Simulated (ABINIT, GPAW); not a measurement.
An ABINIT input for a self-consistent single point of Al (Fm-3m, 1 atom in the cell) (DFT, PBE, plane waves, norm-conserving pseudopotentials (PseudoDojo nc-sr-05 PBE standard)):

```
# Al, PseudoDojo nc-sr-05 PBE standard
pp_dirpath "./"
pseudos "Al.upf"
acell 2.8499571120 2.8499571120 2.8499571120 Angstrom
rprim
        -0.0000000000    0.7071067812    0.7071067812
         0.7071067812   -0.0000000000    0.7071067812
         0.7071067812    0.7071067812   -0.0000000000
natom 1
ntypat 1
znucl 13
typat 1
xcart    0.0000000000    0.0000000000    0.0000000000
ecut 40 Ry
ixc 11
occopt 3
tsmear 0.00367493
nband 7
kptopt 1
ngkpt 10 10 10
nshiftk 1
shiftk 0 0 0
nstep 100
tolvrs 1.0e-12
prtwf 0
prtden 0
enunit 2
```

**Question.** Translate this input to GPAW.

**Answer.** This is the input that was run; spellings and numerical settings could be chosen otherwise.

```python
from ase import Atoms
from ase.units import GPa
from gpaw import GPAW, PW, FermiDirac

atoms = Atoms(['Al'],
              cell=[[0.000000, 2.015224, 2.015224],
                    [2.015224, 0.000000, 2.015224],
                    [2.015224, 2.015224, 0.000000]],
              positions=[[0.000000, 0.000000, 0.000000]],
              pbc=True)

calc = GPAW(mode=PW(600),
            xc='PBE',
            kpts={'size': (10, 10, 10), 'gamma': True},
            occupations=FermiDirac(0.1),
            nbands=-7,
            convergence={'forces': 0.001},
            symmetry={'symmorphic': False, 'tolerance': 0.0005},
            maxiter=120,
            txt='-')

atoms.calc = calc

energy = atoms.get_potential_energy()
print('Energy (eV):', round(energy, 6))
forces = atoms.get_forces()
print('Forces (eV/Ang):')
print(forces.round(5))
stress = atoms.get_stress()
print('Stress (GPa, Voigt):', (stress / GPa).round(4))
```

Basis, cutoffs, solver keys and any potentials are the target program's own. This input uses DFT PBE, plane waves, GPAW PAW datasets PBE (gpaw-data 1.0.1). Both were run: pressure 0.37 GPa in ABINIT and 0.75 in GPAW.

On GPAW: the starting cell comes from a database of computed structures (which also holds hypothetical and non-ambient phases and stackings), without a prior relaxation at this level. Its lattice was rescaled by a random factor within 2.5 % of one.

On ABINIT: the starting cell comes from a database of computed structures (which also holds hypothetical and non-ambient phases and stackings), without a prior relaxation at this level. Its lattice was rescaled by a random factor within 2.5 % of one.
